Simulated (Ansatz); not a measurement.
**BeSe (model structure, started from the BeO type, P4₂/mnm, No. 136, 8 atoms in the cell)**

Computed with LDA in Ansatz (PAW).

Run with plane-wave cutoff 520 eV, 6×6×10 k mesh (along the axes of the cell as run), Fermi–Dirac smearing 0.01 eV, scalar-relativistic PAW data made under PBE.

Cell (relaxed at this level):

```cif
data_Be4Se4
_chemical_formula_sum 'Be4 Se4'
_space_group_name_H-M_alt 'P42/mnm'
_space_group_IT_number 136
_space_group_name_Hall '-P 4n 2n'
_cell_length_a 6.16944
_cell_length_b 6.16944
_cell_length_c 3.61228
_cell_angle_alpha 90.000
_cell_angle_beta 90.000
_cell_angle_gamma 90.000
loop_
_atom_site_label
_atom_site_type_symbol
_atom_site_symmetry_multiplicity
_atom_site_Wyckoff_symbol
_atom_site_fract_x
_atom_site_fract_y
_atom_site_fract_z
_atom_site_occupancy
Be1 Be 4 g 0.16902 0.16902 0.50000 1
Se1 Se 4 f 0.30895 0.30895 0.00000 1
```

```
Quantity                              Result
---------------  ---------------------------
band gap         2.66 eV (on the SCF k mesh)
bulk modulus B0                     76.2 GPa
```

Note: the bulk modulus is −V dP/dV from two relaxed cells at ±2 % in volume; the relaxation could raise the start's symmetry but not lower it, so the cell can be a saddle point.

Spin–orbit coupling is not included.

Static lattice: no zero-point or thermal effects.

The result took roughly 2.1 core-minutes.

A model structure was made by putting elements into a prototype or built by hand; it is no filed structure, need not be a known phase, and can be a saddle point held by its symmetry.

Ansatz is a first-principles code.
